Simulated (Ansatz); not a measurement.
Input and output of a self-consistent single point for NaMgF₃ (P4mm, 5 atoms in the cell) (Ansatz, a program for electronic structure).

Level of theory: PBEsol, default PAW files made with PBE (plane waves; Ansatz).

The change in words: lattice scaled by 0.98; kpoints.mp_grid.grid: 6 6 6 → 8 8 8. Reference geometry:
```xyz
5
Lattice="3.9627 0.0000 0.0000 0.0000 3.9627 0.0000 0.0000 0.0000 3.9627" Properties=species:S:1:pos:R:3 pbc="T T T"
Na     0.0000     0.0000     0.0500
Mg     1.9813     1.9813     1.9813
F      1.9813     1.9813     0.0000
F      0.0000     1.9813     1.9813
F      1.9813     0.0000     1.9813
```

Reference input (self-consistent single point, DFT, PBEsol, plane waves, default PAW files made with PBE): basis.ecutwfc = 420 eV; kpoints.mp_grid.grid = 6 6 6; hamiltonian.xc = pbesol; hamiltonian.pseudopotentials = {kind: paw} (the program's default PAW files); scf.occupations.method = fermi_dirac; scf.occupations.width = 0.01 eV. This run's input differs from it in these lines:

Ansatz 0.2 input:
```diff
@@ -3,5 +3,5 @@
   lattice:
-    - [3.962693, 0.000000, 0.000000]
-    - [0.000000, 3.962693, 0.000000]
-    - [0.000000, 0.000000, 3.962693]
+    - [3.883439, 0.000000, 0.000000]
+    - [0.000000, 3.883439, 0.000000]
+    - [0.000000, 0.000000, 3.883439]
   atoms:
@@ -16,3 +16,3 @@
   mp_grid:
-    grid: [6, 6, 6]
+    grid: [8, 8, 8]
 hamiltonian:
```

Output (repeated stretches shortened):

```
SCF iter   1: F=—  HF=-5796.819294 eV  |F-HF|=—  |Δ(HF+E_count)|=         —  Δρ=1.36e-2  dr2=6.57e-2  ethr=1.77e-3  ⟨swp⟩=6.1  Hψ=8323  notcnv=0
all-band conjugate gradients solve this SCF's bands
preconditioner: auto → Resta (q_TF=auto, 2.560 Å⁻¹)
SCF iter   2: F=—  HF=-5796.798633 eV  |F-HF|=—  |Δ(HF+E_count)|=   2.07e-2  Δρ=2.25e-3  dr2=8.39e-4  ethr=1.64e-4  ⟨swp⟩=2.0  Hψ=3820  notcnv=0  defer=73
SCF iter   3: F=—  HF=-5796.798448 eV  |F-HF|=—  |Δ(HF+E_count)|=   1.85e-4  Δρ=7.24e-4  dr2=1.70e-4  ethr=2.10e-6  ⟨swp⟩=2.0  Hψ=3447  notcnv=0  defer=75
SCF iter   4: F=—  HF=-5796.798487 eV  |F-HF|=—  |Δ(HF+E_count)|=   3.91e-5  Δρ=2.09e-4  dr2=1.29e-5  ethr=4.24e-7  ⟨swp⟩=3.0  Hψ=3563  notcnv=0  defer=75
SCF iter   5: F=—  HF=-5796.798565 eV  |F-HF|=—  |Δ(HF+E_count)|=   7.86e-5  Δρ=3.48e-5  dr2=4.79e-7  ethr=3.22e-8  ⟨swp⟩=2.0  Hψ=3292  notcnv=0  defer=75
SCF iter   6: F=-5796.798566 eV  HF=-5796.798566 eV  |F-HF|=1.94e-8  |Δ(HF+E_count)|=   2.39e-7  Δρ=1.13e-5  dr2=6.60e-8  ethr=2.50e-10  ⟨swp⟩=7.8  Hψ=8104  notcnv=0
SCF 1 converged in 6 iterations: F = -5796.798566 eV  dr2 = 6.60e-8
Free energy (F): -5796.798566 eV
Internal energy: -5796.798566 eV  (E = F + TS)
E sigma→0 (E₀):  -5796.798566 eV
Fermi energy:    4.933518 eV
--- Forces (eV/Å), atoms counted from 1 ---
  atom   1  Na     0.00000000     0.00000000    -0.01146132
  atom   2  Mg     0.00000000     0.00000000     0.05055050
  atom   3  F     -0.00000000     0.00000000     0.02086718
  atom   4  F      0.00000000     0.00000000    -0.02998106
  atom   5  F      0.00000000     0.00000000    -0.02998106
--- Stress (GPa, compression-positive) ---
        1.415340       0.000000      -0.000000
        0.000000       1.415340       0.000000
        0.000000       0.000000       1.414451
  P = ⅓ Tr σ = 1.4150 GPa (14.150 kbar)
  The stress holds the Pulay correction. Without it, at fixed plane waves, as pw.x and ABINIT print it: P = 0.7850 GPa
```

The run converged in 6 iterations. Against the reference run the free energy goes down by 3.8 meV/atom, the pressure goes from -2.84 to 1.42 GPa, the largest force hardly changes (0.047 to 0.051 eV/Å) and the gap on the mesh goes from 5.804 to 6.078 eV.

The starting cell comes from a database of computed structures (which also holds hypothetical and non-ambient phases and stackings), without a prior relaxation at this level. Its lattice was rescaled by up to half a per cent. One atom was moved a little off its site on purpose. For this run, on top of that: lattice scaled by 0.98. Ansatz's pressure includes its estimate of the finite-basis (Pulay) stress. Without the estimate this run gives 0.79 GPa.
